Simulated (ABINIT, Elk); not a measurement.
An Elk input for a self-consistent single point of Re (P6_3/mmc, 4 atoms in the cell) (DFT, PBEsol, all-electron FP-LAPW, Elk's shipped species files, default APW+lo basis):

```
tasks
  0

xctype
  22

rmtscf
  0.87

swidth
  0.00183747

maxscl
  100

scale
  1.889726125

avec
    2.7683262067   -0.0000000480    0.0000000000
   -1.3841630618    2.3974408450    0.0000000000
    0.0000000000    0.0000000000    8.9451070000

sppath
  'species/'

atoms
  1
  'Re.in'
  4
  0.0000000000  0.0000000000  0.0000000000    0.0 0.0 0.0
  0.0000000000  0.0000000000  0.5000000000    0.0 0.0 0.0
  0.3333333333  0.6666666667  0.2500000000    0.0 0.0 0.0
  0.6666666667  0.3333333333  0.7500000000    0.0 0.0 0.0

ngridk
  11 11 3
```

**Question.** Translate this input to ABINIT.

**Answer.** One input that does it (others would too):

```
# Re, PseudoDojo nc-sr-04 PBEsol standard
pp_dirpath "./"
pseudos "Re.upf"
acell 2.7683262067 2.7683262067 8.9451070000 Angstrom
rprim
         1.0000000000   -0.0000000173    0.0000000000
        -0.4999999850    0.8660254124    0.0000000000
         0.0000000000    0.0000000000    1.0000000000
natom 4
ntypat 1
znucl 75
typat 1 1 1 1
xcart
         0.0000000000    0.0000000000    0.0000000000
         0.0000000000    0.0000000000    8.4519011927
         0.0000000523    3.0203377011    4.2259505964
         2.6156892033    1.5101688052   12.6778517891
ecut 36 Ha
occopt 3
tsmear 0.00183747
nband 39
kptopt 1
ngkpt 11 11 3
nshiftk 1
shiftk 0 0 0
nstep 60
tolvrs 1.0e-11
prtwf 0
prtden 0
enunit 2
```

Basis settings and potentials, where a program has them, do not carry over. This input uses DFT, PBEsol, plane waves, norm-conserving pseudopotentials (PseudoDojo nc-sr-04 PBEsol standard).

The starting cell comes from a database of computed structures (which also holds hypothetical and non-ambient phases and stackings), without a prior relaxation at this level. Its lattice was rescaled by a random factor within 2.5 % of one.
